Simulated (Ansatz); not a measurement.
The starting structures come from a database of crystals and need not be the phases stable at ambient conditions.

By PBEsol, the system below comes out a metal.

Without scattering a metal conducts by its projected Fermi surface.

Data:

```yaml
crystal:
  lattice:
    - [3.75684, 0.00000, 0.00000]
    - [0.00000, 9.94720, 0.00000]
    - [0.00000, 4.97360, 1.88569]
  atoms:
    - { symbol: Zr, position: [0.75000, 0.35485, 0.00000] }
    - { symbol: Zr, position: [0.25000, 0.64515, 0.00000] }
    - { symbol: Si, position: [0.75000, 0.07815, 0.00000] }
    - { symbol: Si, position: [0.25000, 0.92185, 0.00000] }
```

Space group of this cell: Cmcm. The cell is taken as given; by PBEsol its mean pressure is -3.1 GPa.

The current flows along the normal of the first two printed cell vectors. No spin-orbit coupling; the value is a mean over 0.1 eV about the Fermi level.

Question: Compute, with PBEsol (Ansatz, an electronic-structure program), the ballistic conductance per area.

Answer: 0.31 × 10¹⁵ S/m² for both spins.
